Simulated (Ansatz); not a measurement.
The starting structures come from a database of crystals and need not be the phases stable at ambient conditions.

Inside the gap of an insulator the Bloch states are evanescent, with a wavenumber k + iκ along the transport direction.

Here is the system:

```
CELL_PARAMETERS angstrom
      7.60243     0.00000     0.00000
      0.00000     8.02506     0.00000
      0.00000     4.01253     2.31664
ATOMIC_POSITIONS crystal
  Cd 0.99964 0.66667 0.00000
  Cd 0.49964 0.33333 0.00000
  Te 0.62536 0.66667 0.00000
  Te 0.12536 0.33333 0.00000
```

Space group of this cell: P6_3mc, wurtzite. The cell is taken as given.

Transport runs along the normal of the first two printed cell vectors, the (110) plane of the conventional cell.

The gap is the functional's own, uncorrected, and κ follows it; spin-orbit coupling is left out. Mid-gap values are interpolated between the computed energies.

Q: Compute, with r2SCAN (Ansatz, a first-principles code), the band gap and the smallest decay constant κ at mid-gap.

A: Gap 1.20 eV on a 4×14×14 mesh; κ = 0.085 1/Å, at the zone centre.
